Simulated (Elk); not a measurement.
Worked example: self-consistent single point of Ge (Fd-3m, 2 atoms in the cell) in Elk

Method: PBE, all-electron FP-LAPW, Elk's shipped species files, default APW+lo basis in Elk.

Input as run:

```
tasks
  0

xctype
  20

swidth
  0.00183747

maxscl
  100

scale
  7.628450016

avec
    0.0000000000    0.7071067812    0.7071067812
    0.7071067812    0.0000000000    0.7071067812
    0.7071067812    0.7071067812    0.0000000000

atoms
  1
  'Ge.in'
  2
  0.5000000000  0.5000000000  0.5000000000    0.0 0.0 0.0
  0.7500000000  0.7500000000  0.7500000000    0.0 0.0 0.0

ngridk
  13 13 13
```

Log, with long lists cut:

```
│ Elk code version 10.2.4 │

All units are atomic (Hartree, Bohr, etc.)

│ Ground-state run starting from atomic densities │

Lattice vectors :
   0.000000000       5.394128736       5.394128736
   5.394128736       0.000000000       5.394128736
   5.394128736       5.394128736       0.000000000

Unit cell volume      :    313.9018802
Brillouin zone volume :   0.7902157620

Muffin-tin inner radius fraction :   0.1000000000E-01

Nuclei treated as point charges

Species :    1 (Ge)
 parameters loaded from : Ge.in
 name : germanium
 nuclear charge    :   -32.00000000
 electronic charge :    32.00000000
 atomic mass :    132414.6195
 muffin-tin radius :    2.310726258
 number of radial points in muffin-tin :    497
 atomic positions (lattice), magnetic fields (Cartesian) :
   1 :   0.37500000  0.37500000  0.37500000    0.00000000  0.00000000  0.00000000
   2 :  -0.37500000 -0.37500000 -0.37500000    0.00000000  0.00000000  0.00000000

Total number of atoms per unit cell :    2

Spin treatment :
 spin-unpolarised

Number of Bravais lattice symmetries :   48
Number of crystal symmetries         :   48
Crystal has inversion symmetry
Real symmetric eigensolver will be used

k-point grid :     13    13    13
k-point offset :    0.000000000       0.000000000       0.000000000
k-point set is reduced with full crystal symmetry group
Total number of k-points :       84

Muffin-tin radius times maximum |G+k| :    7.000000000
 using average radius
Maximum |G+k| for APW functions       :    3.029350610
Maximum (1/2)|G+k|²                   :    4.588482558
Maximum |G| for potential and density :    12.00000000
 potential will be trimmed for |G| > 2 gkmax
Constant for pseudocharge density :    7
Radial integration step length :    4

G-vector grid sizes :     30    30    30
Number of G-vectors :     9257

Maximum angular momentum used for
 APW functions                      :    8
 outer part of muffin-tin           :    6
 inner part of muffin-tin           :    1

Total nuclear charge    :   -64.00000000
Total core charge       :    36.00000000
Total valence charge    :    28.00000000
Total excess charge     :    0.000000000
Total electronic charge :    64.00000000

Effective Wigner radius, rₛ :    1.054002832

Number of empty states         :    8
Total number of valence states :   22
Total number of core states    :   36

Total number of local-orbitals :   30

Exchange-correlation functional :     20     0     0
 Perdew-Burke-Ernzerhof, Phys. Rev. Lett. 77, 3865 (1996)
 gradient requirement :    1
 generalised gradient approximation (GGA)

Smearing type :    3
 Fermi-Dirac
Smearing width :   0.1837470000E-02
Effective electronic temperature (K) :    580.2271348

Mixing type :    3
 Broyden mixing, J. Phys. A: Math. Gen. 17, L317 (1984)

Kohn-Sham potential initialised from atomic data

│ Self-consistent loop started │
│ Loop number : 1 │
 total energy                :     -4203.16295284
│ Loop number : 2 │
 total energy                :     -4203.13717697
RMS change in Kohn-Sham potential (target) :   0.1743091960     (  0.1000000000E-05)
Absolute change in total energy (target)   :   0.2577586881E-01 (  0.1000000000E-03)
│ Loop number : 3 │
 total energy                :     -4201.92257737
RMS change in Kohn-Sham potential (target) :   0.1311325325     (  0.1000000000E-05)
Absolute change in total energy (target)   :    1.221043569     (  0.1000000000E-03)
│ Loop number : 4 │
 total energy                :     -4199.75133865
RMS change in Kohn-Sham potential (target) :   0.5163902942E-01 (  0.1000000000E-05)
Absolute change in total energy (target)   :    2.476499608     (  0.1000000000E-03)
│ Loop number : 5 │
 total energy                :     -4198.72780172
RMS change in Kohn-Sham potential (target) :   0.1414741534E-01 (  0.1000000000E-05)
Absolute change in total energy (target)   :    1.642661836     (  0.1000000000E-03)
│ Loop number : 6 │
 total energy                :     -4198.41925008
RMS change in Kohn-Sham potential (target) :   0.2839828316E-02 (  0.1000000000E-05)
Absolute change in total energy (target)   :   0.7192171004     (  0.1000000000E-03)
│ Loop number : 7 │
 total energy                :     -4198.34202253
RMS change in Kohn-Sham potential (target) :   0.3137920729E-03 (  0.1000000000E-05)
Absolute change in total energy (target)   :   0.2570318280     (  0.1000000000E-03)
│ Loop number : 8 │
 total energy                :     -4198.34215448
RMS change in Kohn-Sham potential (target) :   0.1169396663E-03 (  0.1000000000E-05)
Absolute change in total energy (target)   :   0.6412599876E-01 (  0.1000000000E-03)
│ Loop number : 9 │
 total energy                :     -4198.34037069
RMS change in Kohn-Sham potential (target) :   0.1973889332E-04 (  0.1000000000E-05)
Absolute change in total energy (target)   :   0.1781528937E-01 (  0.1000000000E-03)
│ Loop number : 10 │
 total energy                :     -4198.33992541
RMS change in Kohn-Sham potential (target) :   0.8942836326E-05 (  0.1000000000E-05)
Absolute change in total energy (target)   :   0.4899101344E-02 (  0.1000000000E-03)
│ Loop number : 11 │
 total energy                :     -4198.33951433
RMS change in Kohn-Sham potential (target) :   0.3824487354E-06 (  0.1000000000E-05)
Absolute change in total energy (target)   :   0.1635860641E-02 (  0.1000000000E-03)
│ Loop number : 12 │
 total energy                :     -4198.33952382
RMS change in Kohn-Sham potential (target) :   0.1838135419E-06 (  0.1000000000E-05)
Absolute change in total energy (target)   :   0.3994758172E-03 (  0.1000000000E-03)
│ Loop number : 13 │
 total energy                :     -4198.33953051
RMS change in Kohn-Sham potential (target) :   0.5201333664E-07 (  0.1000000000E-05)
Absolute change in total energy (target)   :   0.9317367403E-04 (  0.1000000000E-03)
Convergence targets achieved

│ Loop number : 14 │

Energies :
 Fermi                       :     0.190109254664
 sum of eigenvalues          :     -2418.16404736
 electron kinetic            :      4286.68514363
 core electron kinetic       :      3972.25015129
 Coulomb                     :     -8325.35966268
 Coulomb potential           :     -6497.30450726
 nuclear-nuclear             :     -431.282293166
 electron-nuclear            :     -9290.85023177
 Hartree                     :      1396.77286226
 Madelung                    :     -5076.70740905
 xc potential                :     -207.544683733
 exchange                    :     -156.580147448
 correlation                 :     -3.08484575505
 electron entropic           :    -0.177909578425E-04
 total energy                :     -4198.33953004

Density of states at Fermi energy :    1.402060590
 (states/Hartree/unit cell)

Estimated indirect band gap :   0.4364408510E-02
 from k-point      1 to k-point      7
Estimated direct band gap   :   0.3439347092E-01
 at k-point      2

Charges :
 core                        :    36.00000000
 valence                     :    28.00000000
 interstitial                :    3.257872764
 muffin-tins (core leakage)
  species :    1 (Ge)
   atom    1                 :    30.37106362     (  0.5609462927E-03)
   atom    2                 :    30.37106362     (  0.5609462927E-03)
 total in muffin-tins        :    60.74212724
 total calculated charge     :    63.98505535
 total charge                :    64.00000000
 error                       :   0.1494464710E-01

│ Self-consistent loop stopped │
```

The run converged in 14 iterations. The count includes the last loop, which Elk runs after its targets are met.

The starting cell comes from a database of computed structures (which also holds hypothetical and non-ambient phases and stackings), without a prior relaxation at this level. Its lattice was rescaled by a random factor within 2.5 % of one. Values depend on the basis (sphere radii, cutoffs, local orbitals), which need not be converged. The log's line on a gap gives a spacing of levels on this mesh, which the program prints for metals too.
